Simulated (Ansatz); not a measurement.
Pt, pressure series

Base system: Pt in the fcc (Cu type) structure (space group Fm-3m, No. 225).

```
CELL_PARAMETERS angstrom
      0.00000     1.94697     1.94697
      1.94697     0.00000     1.94697
      1.94697     1.94697     0.00000
ATOMIC_POSITIONS crystal
  Pt 0.00000 0.00000 0.00000
```

Cell and atoms are relaxed at each pressure.

Method: LDA/PAW in Ansatz (a program for electronic structure), no spin-orbit coupling.

Notes on the quantities. enthalpy: H = E + PV relative to the base's energy.

```json
[
 {"case": "base", "enthalpy": "–", "volume per atom": "14.76 Å³"},
 {"case": "pressure −2 GPa", "enthalpy": "-0.18 eV/atom", "volume per atom": "14.86 Å³"},
 {"case": "pressure −1 GPa", "enthalpy": "-0.09 eV/atom", "volume per atom": "14.81 Å³"},
 {"case": "pressure 0.9 GPa", "enthalpy": "+0.08 eV/atom", "volume per atom": "[?]"},
 {"case": "pressure 2.1 GPa", "enthalpy": "+0.19 eV/atom", "volume per atom": "14.66 Å³"},
 {"case": "pressure 4.5 GPa", "enthalpy": "+0.41 eV/atom", "volume per atom": "14.55 Å³"},
 {"case": "pressure 9 GPa", "enthalpy": "+0.82 eV/atom", "volume per atom": "14.36 Å³"},
 {"case": "pressure 15 GPa", "enthalpy": "+1.35 eV/atom", "volume per atom": "14.13 Å³"},
 {"case": "pressure 22.5 GPa", "enthalpy": "+2.01 eV/atom", "volume per atom": "13.87 Å³"},
 {"case": "pressure 30 GPa", "enthalpy": "+2.65 eV/atom", "volume per atom": "13.64 Å³"}
]
```

Problem. Fill in the withheld entries from the trend.

Solution. 
- pressure 0.9 GPa, volume per atom: 14.72 Å³

Load acts through the strain it causes; cell and atoms are relaxed under it. Whether these cells are dynamically stable was not tested. Competing high-pressure phases were not computed. All final runs are without spin polarisation.
